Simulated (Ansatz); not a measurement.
Given:

```
Al
1.0
    0.00000     2.09574     1.90164
    2.09574     0.00000     1.90164
    2.09574     2.09574     0.00000
Al
1
Cartesian
  0.00000   0.00000   0.00000
```

Calculation: PBEsol, DFPT electron-phonon coupling, linearised Boltzmann equation (plane waves, PAW, scalar-relativistic; Ansatz, a first-principles code). Condition of this run: biaxial stress xx = yy = -3 GPa (compression positive) (the target of the relaxation). How the cell was made: relaxed with this functional, without spin-orbit coupling, then loaded as said.

Problem. Predict λ, the logarithmic mean phonon energy and the superconducting Tc for μ* = 0.13 referred to 26 meV.

Solution. λ = 0.49, ħω_log = 22 meV, Tc 1.66 K from the anisotropic Eliashberg equations. μ* is a chosen number, and Tc is 3.9 K at 0.08 and below 1 K at 0.16.

A metal at this level (no band gap). The phonons are harmonic. Spin-orbit coupling is left out. At a coupling this weak a few per cent in λ move Tc by tens of per cent. The squared frequency of the phonon mode least converged on the k mesh is uncertain by about 19 %. The run warned that the eigensolver left some states short of its tolerance. Halving the electron mesh (36x36x36) moves the coupling by up to 1 %, Tc by up to 2 %. Smearing 0.20 eV; phonons on a 6x6x6 q mesh, which this run doesn't test.
